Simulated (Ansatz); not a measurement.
Base system: CdS in the zinc blende structure (space group F-43m, No. 216; a = 5.878 Å).

Modification: the cell is scaled by 0.9834 in all directions, atoms relaxed at fixed cell.

Levels (all Ansatz, a program for electronic structure, PAW): r2SCAN (500 eV, spin-orbit coupling left out); HSE06 (420 eV, spin-orbit coupling left out).

The geometry is relaxed with r2SCAN.

| Quantity | Value |
|---|---|
| r2SCAN lowest conduction level above the VBM at special points | Γ 1.66 eV; L 3.52 eV; X 3.81 eV |

With HSE06 at the same geometry, the lowest conduction level above the VBM at special points goes from Γ 1.66 eV; L 3.52 eV; X 3.81 eV to Γ 2.23 eV; L 4.15 eV; X 4.41 eV.

Single points use the geometry relaxed with r2SCAN. The levels and masses belong to the bands next to the band gap. The cells carry an imposed strain or load. No phonon test of stability was made.
